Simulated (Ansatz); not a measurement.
ZrAg (model structure, Cmcm, No. 63, 4 atoms in the cell), treated with LDA (PAW; Ansatz, a first-principles code).

Settings: plane-wave cutoff 520 eV, 18×18×14 k mesh (along the axes of the cell as run), Fermi–Dirac smearing 0.05 eV, no spin polarisation, scalar-relativistic PAW data made under PBE.

Cell (relaxed at this level):

Space group Cmcm (No. 63); a = 2.828 Å, b = 11.303 Å, c = 4.667 Å, α = 90.00°, β = 90.00°, γ = 90.00°

```tsv
atom	site	symmetry	x	y	z
Zr	4c	m2m	0.0000	0.3371	0.2500
Ag	4c	m2m	0.0000	0.0700	0.2500
```
(The calculation used a cell of 4 atoms; values per cell refer to that cell.)

**Question.** Give the computed bulk modulus.

**Answer.** 
- bulk modulus = 127 GPa

The run finds no gap.

Note: the bulk modulus is −V dP/dV from two relaxed cells at ±2 % in volume; the relaxation could raise the start's symmetry but not lower it, so the cell can be a saddle point.

A model structure was made by putting elements into a prototype or built by hand; it is no filed structure, need not be a known phase, and can be a saddle point held by its symmetry.
